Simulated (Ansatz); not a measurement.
**Ti3W (model structure, started from the D019 type, P6₃/mmc, No. 194, 8 atoms in the cell)**

All values below come from LDA (Ansatz, a program for electronic structure, plane waves, PAW).

Run with plane-wave cutoff 520 eV, 12×12×12 k mesh, Fermi–Dirac smearing 0.05 eV, no spin polarisation, scalar-relativistic PAW data made under PBE.

Cell (relaxed at this level):

```xyz
8
Lattice="5.5883 0.0000 0.0000 -2.7942 4.8396 0.0000 0.0000 0.0000 4.6485" Properties=species:S:1:pos:R:3 pbc="T T T"
Ti     2.7942     3.2067     1.1621
Ti    -1.3800     4.0232     3.4864
Ti     1.4141     0.8164     1.1621
Ti     0.0000     1.6329     3.4864
Ti     4.1742     0.8164     1.1621
Ti     1.3800     4.0232     3.4864
W      0.0000     3.2264     1.1621
W      2.7942     1.6132     3.4864
```

* **bulk modulus**: 161 GPa

Note: the run has no spin polarisation, so it can have missed a magnetic state; the bulk modulus is −V dP/dV from two relaxed cells at ±2 % in volume; the relaxation could raise the start's symmetry but not lower it, so the cell can be a saddle point.

Spin–orbit coupling is not included.

Computed values are for the static lattice.

A model structure was made by putting elements into a prototype or built by hand; it is no filed structure, need not be a known phase, and can be a saddle point held by its symmetry.
